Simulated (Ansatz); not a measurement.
Subject: the formation energy of the neutral V_N in AlN (wurtzite, P6₃mc). Reaction: 36 AlN (wurtzite) → cell A + 1/2 N2 (gas).

Cell A: a supercell of 72 sites of AlN (wurtzite, P6₃mc) with one empty N site amid 4 Al; an odd number of electrons; spin state with PBE: net moment 1.0 μB a cell, k-point mesh 3×3×2.
```xyz
71
Lattice="9.3906 0.0000 0.0000 -4.6953 8.1325 0.0000 0.0000 0.0000 10.0361" Properties=species:S:1:pos:R:3 pbc="T T T"
Al     1.5605     0.8045     2.4992
Al     0.0734     1.8554     5.0599
N      0.0199     1.7863     1.9320
Al     1.5619     0.9270     7.5071
Al     0.0040     1.7988    10.0360
N      1.5615     0.8936     9.4297
N     -0.0227     1.8242     6.9698
Al     0.0041     3.6055     2.5062
Al    -1.5750     4.5192     5.0165
N     -0.0084     3.6417     4.4126
N     -1.5642     4.4993     1.9057
Al    -0.0066     3.6311     7.5412
Al    -1.5702     4.5164    10.0294
N     -0.0008     3.6125     9.4526
N     -1.5721     4.5259     6.9282
Al    -1.5635     6.3068     2.4942
Al    -3.1347     7.2563     4.9235
N     -1.5608     6.3215     4.4098
N     -3.1337     7.1571     1.8473
Al    -1.5708     6.3398     7.4957
Al    -3.1338     7.2100     9.9914
N     -1.5634     6.3201     9.4094
N     -3.1337     7.2637     6.8685
Al     4.6758     0.8962     2.5246
Al     3.0515     1.8572     5.0616
N      4.6446     0.9246     4.4410
N      3.1022     1.7858     1.9327
Al     4.7001     0.9089     7.5378
Al     3.1189     1.7987    10.0361
N      4.6934     0.9024     9.4544
N      3.1468     1.8248     6.9710
Al     3.1188     3.6052     2.5062
Al     1.5616     4.5258     5.0192
N      3.1319     3.6423     4.4126
N      1.5615     4.5188     1.9157
Al     3.1301     3.6315     7.5420
Al     1.5614     4.5217    10.0414
N      3.1240     3.6127     9.4533
N      1.5618     4.5254     6.9364
Al     1.5615     6.3257     2.5103
Al    -0.0108     7.2419     5.0167
N      1.5612     6.3452     4.4249
N     -0.0058     7.2239     1.9114
Al     1.5615     6.3322     7.5247
Al    -0.0052     7.2259    10.0318
N      1.5615     6.3259     9.4394
N     -0.0006     7.2392     6.9283
Al     7.8375     0.8960     2.5248
Al     6.2570     1.8118     5.0222
N      7.8684     0.9243     4.4410
N      6.2567     1.7926     1.9354
Al     7.8142     0.9090     7.5372
Al     6.2570     1.8020    10.0531
N      7.8204     0.9025     9.4538
N      6.2570     1.8110     6.9337
Al     6.2568     3.6069     2.5074
Al     4.6983     4.5190     5.0167
N      6.2570     3.6146     4.4217
N      4.6872     4.4992     1.9058
Al     6.2569     3.6167     7.5283
Al     4.6934     4.5165    10.0298
N      6.2569     3.6074     9.4422
N      4.6955     4.5259     6.9286
Al     4.6865     6.3068     2.4945
Al     3.1333     7.2417     5.0168
N      4.6828     6.3204     4.4101
N      3.1289     7.2239     1.9114
Al     4.6939     6.3399     7.4958
Al     3.1282     7.2260    10.0316
N      4.6865     6.3201     9.4095
N      3.1236     7.2390     6.9284
```

Reference: AlN (wurtzite, P6₃mc), 72 atoms in the cell, the relaxed perfect crystal repeated, atoms not moved again, k-point mesh 3×3×2 on the run's own vectors.

Reference: an isolated N2 molecule (singlet) in a box of 11 × 11 × 13 Å.

All numbers come from Ansatz (a quantum-chemistry and plane-wave program), plane waves with PAW, its default PAW set, cutoff 420 eV, 500 eV for r2SCAN. The structures are at rest with PBE, within the held lattices; other levels are single points on them. HSE06 runs on coarser k-point meshes, mended by the PBE difference between the two meshes. Neutral cells; Fermi-Dirac smearing of at most 0.05 eV in the solids, energies taken to zero width. The lattices are those relaxed with PBE, so at other levels the solids can be strained, which adds to the spread. Larger cells are relaxed from a start prepared with the learned potential CHGNet, on a coarser mesh till forces fall under 0.03 eV/Å, which some starts already meet. A dispersion term (D3(BJ), or D4 for r2SCAN) was computed beside these levels and is taken off wherever the name lacks it. No zero-point or thermal terms. No structure search was made; lower ones may exist. No search over spin orders was made beyond those shown. No correction for cell size. Mesh and cell size may move defect energies by 0.1 eV or more. The value holds for the reservoirs listed; other chemical potentials shift it.

Task: What value does r2SCAN give?

Result: 6.52 eV, for 36 AlN (wurtzite) → cell A + 1/2 N2 (gas).

Task: List the value at the remaining levels and say how far they part.

Result: 
```
Method  value (eV)  less r2SCAN
------  ----------  -----------
HSE06         6.26        -0.26
```

The levels shown span 0.26 eV, from HSE06 (6.26) to r2SCAN (6.52).
